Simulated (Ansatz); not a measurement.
The reference is CdTe in the zinc blende structure (space group F-43m, No. 216).

```
CELL_PARAMETERS angstrom
      0.00000     3.27903     3.27903
      3.27903     0.00000     3.27903
      3.27903     3.27903     0.00000
ATOMIC_POSITIONS crystal
  Te 0.75000 0.75000 0.75000
  Cd 0.00000 0.00000 0.00000
```

Computed with Kohn–Sham DFT with the r2SCAN functional, run in Ansatz (a quantum-chemistry and plane-wave program) with PAW and 500 eV plane waves, no spin-orbit coupling, earlier PAW set.

Before the change:

- Gap character: direct at Γ
- Volume per atom: 35.26 Å³

It is then changed as follows: a hydrostatic pressure of 2.1 GPa.

Estimate the effect on the mean gap deformation potential ΔEg/Δln V, gap character and volume per atom.

The mean gap deformation potential ΔEg/Δln V amounts to -3.2 eV; the gap character remains direct at Γ; the volume per atom decreases by 1.602 Å³ (35.26 Å³ → 33.65 Å³).

Spin-orbit coupling, missing from the scalar runs, can matter with Te. Load acts through the strain it causes; cell and atoms are relaxed under it. No phonon test of stability was made. Tetrahedral semiconductors of this kind turn to denser phases somewhere between about 1 and 50 GPa; those were not computed, so compressed cells here can lie past the real transition.
